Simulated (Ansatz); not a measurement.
```xyz
12
Lattice="5.2556 -0.0483 0.0079 -0.0463 5.0215 0.0511 0.0076 0.0514 5.0032" Properties=species:S:1:pos:R:3 pbc="T T T"
Hf     0.1554     1.3563     1.2590
Hf     5.0536     3.6573     3.7806
Hf     2.7698     3.6703     1.2693
Hf     2.4539     1.3469     3.7555
O      1.9310     0.3539     0.5779
O      3.2770     4.6600     3.1126
O      4.5319     4.6258     0.6012
O      0.6944     0.3899     3.0669
O      1.2133     2.7539     5.0123
O      4.0118     2.3022     2.5155
O      3.8349     2.3245     5.0249
O      1.3774     2.7284     2.5182
```

No spin polarisation.

The values are results of Ansatz (a first-principles code), r2SCAN, PAW, cutoff 500 eV, scalar-relativistic without spin-orbit coupling, earlier PAW set, not measurements. k-mesh 5×5×5 (Γ-centred); smearing 0.05 eV (Fermi–Dirac).

Question: What stress (xx, yy, zz, yz, xz, xy; compression positive) does the calculation give?

Answer: (1.06, 2.22, 4.77, -2.05, -0.28, 2.60) GPa.

Question: What is the computed space group?

Answer: P1 (No. 1).

The cells carry an imposed strain or load. No phonon test of stability was made. The cell was made from HfO2 (space group Pca2_1, No. 29) by this change: strain tensor (xx, yy, zz, yz, xz, xy) = (+0.16, −0.18, −1.12, +1.02, +0.15, −0.92) %. This is not the structure that HfO2 has at room temperature and ambient pressure.
